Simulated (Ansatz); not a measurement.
The reference is YbSi2 in the fluorite structure (space group Fm-3m, No. 225; a = 6.431 Å; a hypothetical phase, not in the database extracts checked). Axes: x, y, z lie along the cube axes.

Computed with plane-wave PAW DFT at the r2SCAN level (Ansatz, a quantum-chemistry and plane-wave program, 500 eV), no spin-orbit coupling.

Before the change:

| Quantity | Value |
|---|---|
| Shortest interatomic distance | 2.785 Å |
| Band gap | zero |

The change: a free-standing slab of 3 layers (9 atoms, 3 a layer) is cut normal to [111], with 15 Å of vacuum and the in-plane cell held at bulk.

Task: What does the calculation give for the shortest interatomic distance, excess energy per area of both faces, change of the spacing d23 from its bulk value of 0.928 Å, change of the spacing d12 from its bulk value of 0.928 Å and band gap after the change?

Result: The shortest interatomic distance decreases by 0.096 Å, from 2.785 Å to 2.689 Å; the excess energy per area of both faces (slab less bulk energy over the cell's area: twice a surface energy) is 1.7 J/m² (uncertain by up to 0.08 J/m²); the change of the spacing d23 from its bulk value of 0.928 Å comes out as -13.7 %; the change of the spacing d12 from its bulk value of 0.928 Å is -37.4 %; the band gap remains zero.

The state of the 4f shell was not checked for lower solutions. The excess energy carries the mismatch between the slab's and the bulk's meshes. Stability against distortions was not tested. Starting moments died away, wholly or in part, for the base; another magnetic solution may exist. All final runs are without spin polarisation.
